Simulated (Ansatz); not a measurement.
Consider CdS in the zinc blende structure (space group F-43m, No. 216; a = 5.757 Å). Axes: x, y, z lie along the cube axes.

Structures relaxed with Kohn–Sham DFT with the LDA functional, run in Ansatz (a first-principles code) with PAW and 420 eV plane waves, spin-orbit coupling left out.

Base:

Simulated powder pattern, Cu Kα1, λ = 1.54056 Å (kinematic, ideal powder, no thermal factors, no anomalous dispersion; the 8 strongest lines at most, above 2 %, up to 2θ = 90°):

| 2θ (°) | I/Imax (%) | hkl |
|---|---|---|
| 26.80 | 100 | (111) |
| 31.04 | 24 | (200) |
| 44.48 | 56 | (220) |
| 52.69 | 44 | (311) |
| 64.72 | 8.6 | (400) |
| 71.36 | 17 | (331) |
| 81.92 | 18 | (422) |
| 88.10 | 13 | (511) |

After one change:

Simulated powder pattern, Cu Kα1, λ = 1.54056 Å (kinematic, ideal powder, no thermal factors, no anomalous dispersion; the 8 strongest lines at most, above 2 %, up to 2θ = 90°):

```
2θ (°)  I/Imax (%)
------  ----------
26.58          100
31.04           15
43.91           38
44.48           18
51.56           15
52.57           29
70.42           11
81.52           12
```

Problem. What was done to the base?
A. uniaxial strain ε_zz = +2.50 %
B. uniaxial strain ε_zz = +1.50 %
C. uniaxial strain ε_zz = −2.00 %
D. uniaxial strain ε_zz = +0.50 %

Solution. A, uniaxial strain ε_zz = +2.50 %. Its volume per atom is 24.44 Å³ against 23.85 Å³, and its space group is I-4m2 (No. 119).

Stability against distortions was not tested.
